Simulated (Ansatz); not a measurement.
The starting structures come from a database of crystals and need not be the phases stable at ambient conditions.

 Where the default PAW files enter, the runs use the earlier of Ansatz's two default sets.

The decay constant κ of evanescent states in the gap governs leakage through a thin film.

Input:

```yaml
crystal:
  lattice:
    - [5.82399, 0.00000, 0.00000]
    - [0.00000, 8.23636, 0.00000]
    - [2.91199, 4.11818, 2.91199]
  atoms:
    - { symbol: Ba, position: [0.50000, 0.75000, 0.00000] }
    - { symbol: Ba, position: [0.50000, 0.25000, 0.00000] }
    - { symbol: Mg, position: [0.00000, 0.50000, 0.00000] }
    - { symbol: W, position: [0.00000, 0.00000, 0.00000] }
    - { symbol: O, position: [0.00000, 0.23868, 0.00000] }
    - { symbol: O, position: [0.00000, 0.76132, 0.00000] }
    - { symbol: O, position: [0.00000, 0.23868, 0.52264] }
    - { symbol: O, position: [0.00000, 0.76132, 0.47736] }
    - { symbol: O, position: [0.47736, 0.23868, 0.52264] }
    - { symbol: O, position: [0.52264, 0.76132, 0.47736] }
```

Space group of this cell: Fm-3m. The cell is taken as given; by PBEsol its mean pressure is -9.0 GPa.

Transport runs along the normal of the first two printed cell vectors, the (110) plane of the conventional cell.

The gap is the functional's own, uncorrected, and κ follows it; spin-orbit coupling is left out. Mid-gap values are interpolated between the computed energies.

### Question
Compute, with Ansatz (an electronic-structure program) with PBEsol, the band gap and the smallest decay constant κ at mid-gap.

### Answer
Gap 2.73 eV on a 10×10×10 mesh; κ = 0.329 1/Å, at the zone centre.
